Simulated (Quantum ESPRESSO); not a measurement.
## Convergence series on Sb2Se3 (Pnma, 20 atoms in the cell)

```
CELL_PARAMETERS angstrom
     13.24205     0.00000     0.00000
      0.00000     4.02251     0.00000
      0.00000     0.00000    14.52129
ATOMIC_POSITIONS crystal
  Sb 0.89359 0.25000 0.73705
  Sb 0.10641 0.75000 0.26295
  Sb 0.60641 0.75000 0.23705
  Sb 0.39359 0.25000 0.76295
  Sb 0.65428 0.25000 0.61485
  Sb 0.34572 0.75000 0.38515
  Sb 0.84572 0.75000 0.11485
  Sb 0.15428 0.25000 0.88515
  Se 0.21440 0.25000 0.43216
  Se 0.78560 0.75000 0.56784
  Se 0.28560 0.75000 0.93216
  Se 0.71440 0.25000 0.06784
  Se 0.20531 0.25000 0.70787
  Se 0.79469 0.75000 0.29213
  Se 0.29469 0.75000 0.20787
  Se 0.70531 0.25000 0.79213
  Se 0.04017 0.25000 0.14720
  Se 0.95983 0.75000 0.85280
  Se 0.45983 0.75000 0.64720
  Se 0.54017 0.25000 0.35280
```

Method of the run: PBEsol, PSlibrary PAW (PBE) pseudopotentials (plane waves; Quantum ESPRESSO).

The starting cell comes from a database of computed structures (which also holds hypothetical and non-ambient phases and stackings), without a prior relaxation at this level. Its lattice was rescaled by a random factor within 2.5 % of one. In the base run, with a pressure of about -3 GPa the cell is away from its equilibrium volume at this level. A gap is left out here, as mesh or smearing make it unsure.

Held fixed: occupations = smearing; smearing = gauss; degauss = 0.00147 Ry; input_dft = pbesol; potentials = {Sb: Sb.pbe-n-kjpaw_psl.1.0.0.UPF, Se: Se.pbe-n-kjpaw_psl.1.0.0.UPF}; K_POINTS = automatic 1 3 1 0 0 0; conv_thr = 1e-10 Ry; mixing_beta = 0.3. Moved along with it: ecutrho.

ΔF is the free energy per atom less that of the last row (60 Ry).

| ecutwfc | ΔF (meV/atom) | pressure (GPa) | largest force (eV/Å) | plane waves | iterations |
|---|---|---|---|---|---|
| 12 Ry | 102.1 | -4.38 | 0.686 | 3673 | 15 |
| 15 Ry | 37.2 | -3.77 | 0.717 | 5107 | 18 |
| 18 Ry | 14.7 | -3.50 | 0.726 | 6734 | 15 |
| 21 Ry | 7.0 | -3.40 | 0.734 | 8467 | 16 |
| 24 Ry | 4.4 | -3.35 | 0.736 | 10378 | 16 |
| 27 Ry | 3.4 | -3.34 | 0.736 | 12385 | 15 |
| 30 Ry | 2.6 | -3.35 | 0.738 | 14513 | 17 |
| 34 Ry | 1.71 | -3.35 | 0.740 | 17512 | 16 |
| 39 Ry | 0.82 | -3.35 | 0.741 | 21525 | 16 |
| 45 Ry | 0.35 | -3.34 | 0.741 | 26636 | 16 |
| 52 Ry | 0.16 | -3.34 | 0.741 | 33040 | 16 |
| 60 Ry | 0.00 | -3.34 | 0.741 | 41001 | 17 |

Energy within 1 meV/atom of the last row: from ecutwfc = 39 Ry on; the one before it is off by 1.7 meV/atom.
